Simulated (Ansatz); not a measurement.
**Effect of biaxial strain +0.75 %, plane normal [001], relaxed out of plane on ZnSiP2**

Base system: ZnSiP2 in the chalcopyrite structure (space group I-42d, No. 122; a = 5.353 Å, c = 10.445 Å). Axes: x, y, z lie along a, b, c of the conventional cell.

One thing is altered: biaxial strain +0.75 %, plane normal [001], relaxed out of plane (Cartesian); in-plane vectors clamped, the third vector and the atoms free.

Computed with DFT with PBEsol, PAW potentials and a 420 eV plane-wave cutoff in Ansatz (a first-principles code), no spin-orbit coupling. Settings: 9×9×9 k-points, 0.05 eV Fermi–Dirac smearing.

The volume per atom goes up by 0.14 Å³, from 18.71 Å³ to 18.85 Å³ and the space group stays I-42d (No. 122). The shortest interatomic distance increases by 0.004 Å, from 2.255 Å to 2.259 Å and the energy rises by 0.9 meV/atom. The pressure (mean of the normal stresses, compression positive) goes from zero to -0.69 GPa and the band gap decreases by 0.086 eV, from 1.16 eV to 1.08 eV. The gap character stays direct at Γ and the width of the top valence band rises by 0.03 eV to 1.33 eV. The electron mass becomes 1.5 mₑ out of plane, 0.25 mₑ in plane (at Γ) (base: 1.4 mₑ along c, 0.25 mₑ across (at Γ)) and the valence-band top at Γ (three highest levels, from the VBM) becomes 0.00, -0.19, -0.19 eV (base: 0.00, -0.12, -0.12 eV). The out-of-plane strain comes out as -0.73 %.

Cost of the whole job for the changed cell (relaxation, final SCF and bands): around 90 core-seconds (rough).

Effective masses come from finite differences of ±0.01 Å⁻¹. Whether these cells are dynamically stable was not tested.
